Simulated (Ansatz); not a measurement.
Input:

```xyz
2
Lattice="4.5864 0.0000 0.0000 2.2932 3.9719 0.0000 2.2932 -1.3240 3.6159" Properties=species:S:1:pos:R:3 pbc="T T T"
Te     2.2932     1.3240     1.8080
Pb     0.0000     0.0000     0.0000
```

No spin polarisation.

Calculations: Kohn–Sham DFT with the LDA functional, run in Ansatz (a first-principles code) with PAW and 420 eV plane waves, no SOC. k-mesh 9×9×9 (Γ-centred); smearing 0.05 eV (Fermi–Dirac).

### Question
What is the computed pressure (mean of the normal stresses, compression positive)?

### Answer
-0.71 GPa.

### Question
What is the computed gap character?

### Answer
Indirect, L → T.

### Question
What smallest direct gap does the calculation give?

### Answer
0.57 eV.

Spin-orbit coupling, missing from the scalar runs, can matter with Pb and Te. The cells carry an imposed strain or load. Whether these cells are dynamically stable was not tested. The cell was made from PbTe in the rock salt structure (space group Fm-3m, No. 225) by this change: biaxial strain +1.67 %, plane normal [111], relaxed out of plane.
